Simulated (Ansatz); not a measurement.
A computed series for SiC: response to strain

The reference is SiC in the zinc blende structure (space group F-43m, No. 216).

```
SiC
1.0
    0.00000     2.16449     2.16449
    2.16449     0.00000     2.16449
    2.16449     2.16449     0.00000
Si C
1 1
Direct
  0.00000   0.00000   0.00000
  0.25000   0.25000   0.25000
```

Strains are applied to the cell and any free atomic positions relax.

All numbers come from LDA/PAW in Ansatz (a quantum-chemistry and plane-wave program), scalar-relativistic without spin-orbit coupling.

Notes on the quantities. energy relative to the base: free energy F; hole mass: degenerate bands, along [100].

```json
[
 {"case": "base", "energy relative to the base": "0 meV/atom", "pressure": "0.00 GPa", "hole mass": "0.39, 0.59, 0.59 mₑ (at Γ)", "band gap": "1.30 eV"},
 {"case": "isotropic strain −3.00 %", "energy relative to the base": "+64 meV/atom", "pressure": "24.99 GPa", "hole mass": "0.44, 0.60, 0.60 mₑ (at Γ)", "band gap": "1.22 eV"},
 {"case": "isotropic strain −2.00 %", "energy relative to the base": "+28 meV/atom", "pressure": "15.63 GPa", "hole mass": "0.42, 0.60, 0.60 mₑ (at Γ)", "band gap": "1.24 eV"},
 {"case": "isotropic strain −1.00 %", "energy relative to the base": "+6.7 meV/atom", "pressure": "7.33 GPa", "hole mass": "0.41, 0.59, 0.59 mₑ (at Γ)", "band gap": "1.27 eV"},
 {"case": "isotropic strain −0.50 %", "energy relative to the base": "+1.7 meV/atom", "pressure": "3.55 GPa", "hole mass": "0.40, 0.59, 0.59 mₑ (at Γ)", "band gap": "1.29 eV"},
 {"case": "isotropic strain +1.00 %", "energy relative to the base": "+6.3 meV/atom", "pressure": "-6.47 GPa", "hole mass": "0.37, 0.59, 0.59 mₑ (at Γ)", "band gap": "1.33 eV"},
 {"case": "isotropic strain +1.50 %", "energy relative to the base": "+14 meV/atom", "pressure": "-9.40 GPa", "hole mass": "0.37, 0.59, 0.59 mₑ (at Γ)", "band gap": "1.34 eV"},
 {"case": "isotropic strain +2.00 %", "energy relative to the base": "+25 meV/atom", "pressure": "-12.15 GPa", "hole mass": "0.36, 0.59, 0.59 mₑ (at Γ)", "band gap": "1.35 eV"},
 {"case": "isotropic strain +2.50 %", "energy relative to the base": "+38 meV/atom", "pressure": "-14.72 GPa", "hole mass": "0.35, 0.59, 0.59 mₑ (at Γ)", "band gap": "1.36 eV"},
 {"case": "isotropic strain +3.00 %", "energy relative to the base": "+54 meV/atom", "pressure": "-17.12 GPa", "hole mass": "0.34, 0.59, 0.59 mₑ (at Γ)", "band gap": "1.37 eV"}
]
```

Effective masses come from finite differences of ±0.01 Å⁻¹. No phonon test of stability was made.
